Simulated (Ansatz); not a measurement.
# Pressure series in CaO

The reference is CaO in the rock salt structure (space group Fm-3m, No. 225; a = 4.831 Å).

Cell and atoms are relaxed at each pressure.

All numbers come from DFT with PBE, PAW potentials and a 420 eV plane-wave cutoff in Ansatz (a program for electronic structure), no spin-orbit coupling.

Two rows of this table had their results exchanged by mistake.

```tsv
pressure	volume per atom (Å³)	shortest distance (Å)	band gap
pressure −2 GPa	14.37	2.431	3.66 eV
pressure −1 GPa	14.23	2.423	3.66 eV
pressure 0.3 GPa	14.05	2.413	3.66 eV
pressure 0.7 GPa	14.00	2.410	3.66 eV
pressure 1.5 GPa	13.24	2.366	3.64 eV
pressure 3 GPa	13.72	2.394	3.65 eV
pressure 5 GPa	13.50	2.381	3.65 eV
pressure 7.5 GPa	13.90	2.404	3.66 eV
pressure 10 GPa	13.01	2.352	3.63 eV
```

Question: Which two?

Answer: The rows for pressure 1.5 GPa and pressure 7.5 GPa: the volume has to fall steadily with pressure, so 13.90 Å³ belongs to pressure 1.5 GPa and 13.24 Å³ to pressure 7.5 GPa.

Load acts through the strain it causes; cell and atoms are relaxed under it. Whether these cells are dynamically stable was not tested. No other phases were tried under pressure.
